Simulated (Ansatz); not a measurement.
A self-consistent single point of TiTe2 (P3m1, 3 atoms in the cell) with Ansatz (an electronic-structure program).

Method of the run: LDA (PW92), default PAW files made with PBE (plane waves; Ansatz).

The change in words: lattice scaled by 0.98; basis.ecutwfc: 420 eV → 295 eV. Reference geometry:
```
CELL_PARAMETERS angstrom
      3.83568     0.00000     0.00000
     -1.91784     3.32180     0.00000
      0.00000     0.00000     6.73841
ATOMIC_POSITIONS crystal
  Ti 0.00000 0.00000 0.00742
  Te 0.66667 0.33333 0.74983
  Te 0.33333 0.66667 0.25017
```

Reference input (self-consistent single point, DFT, LDA (PW92), plane waves, default PAW files made with PBE): basis.ecutwfc = 420 eV; kpoints.mp_grid.grid = 8 8 4; hamiltonian.xc = lda; hamiltonian.pseudopotentials = {kind: paw} (the program's default PAW files); scf.occupations.method = fermi_dirac; scf.occupations.width = 0.1 eV. This run's input differs from it in these lines:

Ansatz 0.2 input:
```diff
@@ -2,11 +2,11 @@
   lattice:
-    - [3.83568300, 0.00000000, 0.00000000]
-    - [-1.91784100, 3.32179900, 0.00000000]
-    - [0.00000000, 0.00000000, 6.73840500]
+    - [3.75896900, 0.00000000, 0.00000000]
+    - [-1.87948400, 3.25536300, 0.00000000]
+    - [0.00000000, 0.00000000, 6.60363700]
   atoms:
-    - { symbol: Ti, position_ang: [0.00000000, 0.00000000, 0.04999897] }
-    - { symbol: Te, position_ang: [1.91784358, 1.10726523, 5.05265822] }
-    - { symbol: Te, position_ang: [-0.00000158, 2.21453377, 1.68574678] }
+    - { symbol: Ti, position_ang: [0.00000000, 0.00000000, 0.04899899] }
+    - { symbol: Te, position_ang: [1.87948655, 1.08511991, 4.95160513] }
+    - { symbol: Te, position_ang: [-0.00000155, 2.17024309, 1.65203187] }
 basis:
-  ecutwfc: 420.0
+  ecutwfc: 295.0
 kpoints:
```

Output, abridged:

```
SCF iter   1: F=—  HF=-16106.508707 eV  |F-HF|=—  |Δ(HF+E_count)|=         —  Δρ=9.23e-3  dr2=5.14e-2  ethr=1.77e-3  ⟨swp⟩=5.4  Hψ=4069  notcnv=0
all-band conjugate gradients solve this SCF's bands
preconditioner: auto → LDOS
SCF iter   2: F=—  HF=-16106.511311 eV  |F-HF|=—  |Δ(HF+E_count)|=   2.60e-3  Δρ=1.14e-2  dr2=1.64e-1  ethr=1.17e-4  ⟨swp⟩=2.0  Hψ=2170  notcnv=0
SCF iter   3: F=—  HF=-16106.491767 eV  |F-HF|=—  |Δ(HF+E_count)|=   1.95e-2  Δρ=8.28e-4  dr2=9.79e-4  ethr=1.17e-4  ⟨swp⟩=2.0  Hψ=1506  notcnv=0
SCF iter   4: F=—  HF=-16106.491548 eV  |F-HF|=—  |Δ(HF+E_count)|=   2.19e-4  Δρ=3.97e-4  dr2=3.21e-4  ethr=2.23e-6  ⟨swp⟩=2.0  Hψ=1673  notcnv=0
SCF iter   5: F=—  HF=-16106.491500 eV  |F-HF|=—  |Δ(HF+E_count)|=   4.81e-5  Δρ=1.50e-4  dr2=3.71e-5  ethr=7.29e-7  ⟨swp⟩=1.0  Hψ=945  notcnv=0
SCF iter   6: F=—  HF=-16106.491492 eV  |F-HF|=—  |Δ(HF+E_count)|=   8.12e-6  Δρ=3.08e-5  dr2=2.48e-6  ethr=8.44e-8  ⟨swp⟩=2.0  Hψ=1681  notcnv=0
SCF iter   7: F=-16106.491492 eV  HF=-16106.491492 eV  |F-HF|=2.17e-8  |Δ(HF+E_count)|=   2.76e-7  Δρ=5.05e-6  dr2=2.59e-8  ethr=2.27e-10  ⟨swp⟩=3.7  Hψ=3267  notcnv=0
SCF 1 converged in 7 iterations: F = -16106.491492 eV  dr2 = 2.59e-8
Free energy (F): -16106.491492 eV
Internal energy: -16106.446067 eV  (E = F + TS)
E sigma→0 (E₀):  -16106.468779 eV
Entropy (-TS):   -0.045424 eV (-15.141 meV/atom)
Fermi energy:    9.788610 eV
--- Forces (eV/Å), atoms counted from 1 ---
  atom   1  Ti    -0.00000000    -0.00000000    -0.53207577
  atom   2  Te     0.00000000     0.00000000    -0.02798592
  atom   3  Te    -0.00000000    -0.00000000     0.56007186
--- Stress (GPa, compression-positive) ---
       -1.961567       0.000000      -0.000000
       -0.000000      -1.961567      -0.000000
       -0.000000      -0.000000      -0.781685
  P = ⅓ Tr σ = -1.5683 GPa (-15.683 kbar)
  The stress holds the Pulay correction. Without it, at fixed plane waves, as pw.x and ABINIT print it: P = -8.0687 GPa
```

The run converged in 7 iterations. Against the reference run the free energy rises by 76.8 meV/atom, the pressure goes from -4.95 to -1.57 GPa and the largest force goes from 0.473 to 0.560 eV/Å.

The starting cell comes from a database of computed structures (which also holds hypothetical and non-ambient phases and stackings), without a prior relaxation at this level. Its lattice was rescaled by up to half a per cent. One atom was moved a little off its site on purpose. For this run, on top of that: lattice scaled by 0.98. Spin-orbit coupling is off. Spin polarisation is off, so a magnetic state, if there is one, cannot be reached. Ansatz's pressure includes its estimate of the finite-basis (Pulay) stress. Without the estimate this run gives -8.07 GPa. The cutoff lies below the one recommended for these files.
